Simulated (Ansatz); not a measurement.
GaS: response to strain

Consider GaS in the beta-GaS type structure (space group P6_3/mmc, No. 194; a = 3.534 Å, c = 15.041 Å; layered, stacked along the Cartesian z axis). Axes: x lies along a and z along c of the hexagonal cell.

Strains are applied to the cell and any free atomic positions relax; under biaxial strain the out-of-plane vector relaxes too; under stress the whole cell relaxes.

Level of theory: PBEsol-D3(BJ) in Ansatz (plane waves to 420 eV, PAW, no spin-orbit coupling), earlier PAW set.

Notes on the quantities. energy relative to the base: free energy F.

| case | energy relative to the base | band gap | space group |
|---|---|---|---|
| base | 0 meV/atom | 1.29 eV | P6_3/mmc (No. 194) |
| biaxial strain −2.89 %, plane normal [001], relaxed out of plane | – | 1.38 eV | P6_3/mmc (No. 194) |
| biaxial strain −2.05 %, plane normal [001], relaxed out of plane | – | 1.37 eV | P6_3/mmc (No. 194) |
| isotropic strain −5.24 % | +92 meV/atom | [?] | P6_3/mmc (No. 194) |
| isotropic strain −5.10 % | +87 meV/atom | 0.52 eV | P6_3/mmc (No. 194) |
| isotropic strain −2.72 % | +22 meV/atom | 0.94 eV | P6_3/mmc (No. 194) |
| isotropic strain −0.65 % | +1.2 meV/atom | [?] | P6_3/mmc (No. 194) |
| uniaxial strain ε_zz = +5.02 % | +6.3 meV/atom | 1.68 eV | P6_3/mmc (No. 194) |
| uniaxial stress, 5 GPa compression along x | +12 meV/atom | 1.28 eV | Cmcm (No. 63) |

Question: Complete the table.

Answer: 
- isotropic strain −5.24 %, band gap: 0.49 eV
- isotropic strain −0.65 %, band gap: 1.26 eV

Stability under load was not tested beyond the relaxation.

Ansatz is a program for electronic structure.
